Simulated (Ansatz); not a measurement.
Au in the fcc (Cu type) structure (space group Fm-3m, No. 225)

Au is modelled in the cubic space group Fm-3m (No. 225), the fcc (Cu type) structure, Pearson symbol cF4. Conventional cell: a = b = c = 4.1572 Å, α = β = γ = 90.00°. Au on 4a sees 12 Au at 2.940 Å (cuboctahedral). (Neighbours: up to the widest gap in distance over summed covalent radii, below 1.35, at either atom.)
(The calculation used a cell of 1 atom; values per cell refer to that cell.)

Calculations: PBE (Ansatz, a first-principles code), spin-orbit coupling left out. Γ-centred 19×19×19 mesh, Fermi–Dirac width 0.05 eV.

* **Volume per atom**: 17.96 Å³
* **Density**: 18.21 g/cm³
* **Band gap**: zero
* **Total energy**: -13149.326 eV/atom (σ→0; compares only within this code and set-up)

Whether these cells are dynamically stable was not tested.
